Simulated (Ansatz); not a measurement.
For GaAs (zinc blende, F-43m) at 775 K, quasi-harmonic lattice dynamics with LDA density-functional theory in Ansatz (plane waves, PAW) gives a volume expansion coefficient α_V = 22.82 × 10⁻⁶ K⁻¹, an isothermal bulk modulus B_T = 66.6 GPa, a molar volume V_m = 26.936 cm³/mol and C_V = 49.36 J/(mol K). Dynamical quadrupoles are not included in the interpolation of the phonons between the solved wave vectors.

### Question
Work out the Grüneisen parameter, C_P and the adiabatic bulk modulus.

### Answer
γ = α_V B_T V_m / C_V = 0.83. C_P − C_V = α_V² B_T V_m T = 0.72 J/(mol K), so C_P = 50.08 J/(mol K). B_S = B_T C_P/C_V = B_T (1 + α_V γ T) = 67.5 GPa.

The PAW data sets were generated under PBE and serve the other functionals too.

Ansatz is a first-principles code.
